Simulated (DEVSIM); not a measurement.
System: illuminated Ge n-on-p cell, one wavelength, at 300 K.

Layer 1 from the left is Ge, thickness (μm) 0.230, Nd (cm⁻³) 4.2e18, τn (s) 2.6e-6, τp (s) 1.1e-5, absorption coefficient (cm⁻¹) 67000. Layer 2 from the left is Ge, thickness (μm) 170, Na (cm⁻³) 2.1e17, τn (s) 0.00015, τp (s) 0.00015, absorption coefficient (cm⁻¹) 67000.

Left contact: ohmic, minority hole recombination velocity 60 cm/s. Right contact: ohmic, minority electron recombination velocity 50000 cm/s. Voltage is applied to the left contact. Recombination: SRH at mid-gap, radiative, Auger. Light enters at the left, 4.1e17 photons cm⁻² s⁻¹, one pass, no reflection. Mobility is μmin + (μ − μmin)/(1 + (N/Nref)^α).

This is a model device: material constants are rounded textbook-type values typed into the input, and sizes, dopings and lifetimes were drawn at random. Values at 300 K.

Ge: gap (eV) 0.664, affinity (eV) 4, permittivity 16, Nc (cm⁻³) 1.04e19, Nv (cm⁻³) 6e18, μn (cm²/Vs) 3900, μp (cm²/Vs) 1900, μn,min 150, μp,min 100, Nref,n 2.6e17, Nref,p 4e17, αn 0.56, αp 0.6, B (cm³/s) 6.4e-14, Cn (cm⁶/s) 1e-31, Cp (cm⁶/s) 1e-31.

Simulated with DEVSIM: 1D drift-diffusion, Boltzmann statistics, complete ionisation; no tunnelling, impact ionisation, image-force lowering or self-heating.

Dark forward current:

| |V| (V) | |J| (A/cm²) |
|---|---|
| 0.05 | 6.340e-6 |
| 0.10 | 5.012e-5 |
| 0.15 | 0.0003528 |
| 0.20 | 0.002446 |
| 0.25 | 0.01692 |
| 0.30 | 0.1170 |
| 0.35 | 0.8066 |
| 0.40 | 5.456 |
| 0.45 | 33.57 |
| 0.50 | 161.2 |
| 0.55 | 553.4 |
| 0.60 | 1354 |
| 0.65 | 2561 |

Q: Work out the local ideality factor n = ΔV / (kT/q · ln(J2/J1)) between the rows 0.15 and 0.20 V, 0.60 and 0.65 V.

A: kT/q = 25.85 mV. From 0.15 to 0.20 V: ln(0.002446/0.0003528) = 1.936, n = 1.00, near the 1 of diffusion or emission over a barrier. From 0.60 to 0.65 V: ln(2561/1354) = 0.637, n = 3.03.

Q: What current could the absorbed light give at most, and what share is collected?

A: Σ αd = 1140, so qΦ(1 − exp(−Σ αd)) = 65.7 mA/cm². The simulated short-circuit current is 65.46 mA/cm², a share of 1.00.

Q: Estimate the open-circuit voltage by superposition: the voltage at which the dark current equals that short-circuit current.

A: Interpolating ln J in the table gives 0.285 V. The simulation gives 0.285 V, the same within the digits that matter. Superposition holds where collection doesn't change with voltage.

Q: Estimate the fill factor from FF0 = (v − ln(v + 0.72))/(v + 1), v = qVoc/(nkT), with n from the dark curve.

A: The rows about Voc, 0.25 and 0.30 V, give n = 1.00, so v = 11.0 and FF0 = 0.712. The simulation gives 0.710, the same within the digits that matter.
